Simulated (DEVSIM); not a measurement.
System: Schottky contact on p-type GaSb, at 300 K.

```tsv
layer (left to right)	material	thickness (μm)	Na (cm⁻³)	τn (s)	τp (s)
1	GaSb	0.750	8.3e15	6e-8	6e-8
2	GaSb	4.80	1.3e18	6e-8	6e-8
```

Left contact: Schottky, work function 4.406 eV, emission velocity 7.2e6 cm/s. Right contact: ohmic. Voltage is applied to the left contact. Recombination: SRH at mid-gap. Mobility is constant in doping. Where it depends on doping, it is μmin + (μ − μmin)/(1 + (N/Nref)^α).

The device is made up for the run: typed textbook-type constants, with dimensions and the other settings drawn at random. Values at 300 K; Nc and Nv go as T^1.5, mobilities as T to minus their exponent, the gap by Varshni's rule with the affinity fixed. The table also holds parameters that only a changed run uses.

| parameter | GaSb |
|---|---|
| gap (eV) | 0.726 |
| affinity (eV) | 4.06 |
| permittivity | 15.7 |
| Nc (cm⁻³) | 2.1e17 |
| Nv (cm⁻³) | 1.8e19 |
| μn (cm²/Vs) | 5000 |
| μp (cm²/Vs) | 850 |
| μn,min | 1000 |
| μp,min | 190 |
| Nref,n | 2.8e17 |
| Nref,p | 9e17 |
| αn | 1.05 |
| αp | 0.65 |
| T exponent of μn | 2 |
| T exponent of μp | 1.7 |
| Cn (cm⁶/s) | 5e-30 |
| Cp (cm⁶/s) | 5e-30 |
| Varshni α (eV/K) | 0.00042 |
| Varshni β (K) | 140 |

DEVSIM, 1D drift-diffusion, Boltzmann statistics, complete ionisation; no tunnelling, impact ionisation, image-force lowering or self-heating. Metal contacts follow the ideal Schottky-Mott rule: no Fermi-level pinning, no interface dipoles.

Base results: potential step across the device at zero bias (V) 0.312.

Question: What follows from this one change: temperature 300 → 350 K?

Answer: potential step across the device at zero bias 0.312 → 0.275 V.

Question: What follows from this one change: metal work function 4.406 → 4.206 eV?

Answer: potential step across the device at zero bias 0.312 → 0.512 V.
